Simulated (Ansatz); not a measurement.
Results of PBEsol (Ansatz, a program for electronic structure, PAW) for NbHO3 (model structure, Pmm2, No. 25, 5 atoms in the cell).

Numerical settings: plane-wave cutoff 520 eV, 10×10×10 k mesh, Fermi–Dirac smearing 0.01 eV, no spin polarisation, scalar-relativistic PAW data made under PBE.

Cell (relaxed at this level):

```cif
data_HNbO3
_chemical_formula_sum 'Nb1 O3 H1'
_space_group_name_H-M_alt 'P 1'
_space_group_IT_number 1
_cell_length_a 4.07751
_cell_length_b 3.82071
_cell_length_c 4.04126
_cell_angle_alpha 90.000
_cell_angle_beta 90.000
_cell_angle_gamma 90.000
loop_
_space_group_symop_operation_xyz
  'x, y, z'
loop_
_atom_site_label
_atom_site_type_symbol
_atom_site_fract_x
_atom_site_fract_y
_atom_site_fract_z
_atom_site_occupancy
Nb1 Nb 0.50000 0.50000 0.56368 1
O1 O 0.00000 0.50000 0.45851 1
O2 O 0.50000 0.00000 0.50052 1
O3 O 0.50000 0.50000 0.00562 1
H1 H 0.00000 0.50000 0.21513 1
```

Give the computed band gap, Γ–Γ gap and bulk modulus B0.


band gap: 1.62 eV (on the SCF k mesh)
Γ–Γ gap: 2.68 eV
bulk modulus B0: 114 GPa

Note: the bulk modulus is −V dP/dV from two relaxed cells at ±2 % in volume; the relaxation could raise the start's symmetry but not lower it, so the cell can be a saddle point.

Spin–orbit coupling is not included.

The computed numbers hold no vibrational or temperature effects.

Cost on a shared machine: very roughly 5 core-minutes.

A model structure was made by putting elements into a prototype or built by hand; it is no filed structure, need not be a known phase, and can be a saddle point held by its symmetry.
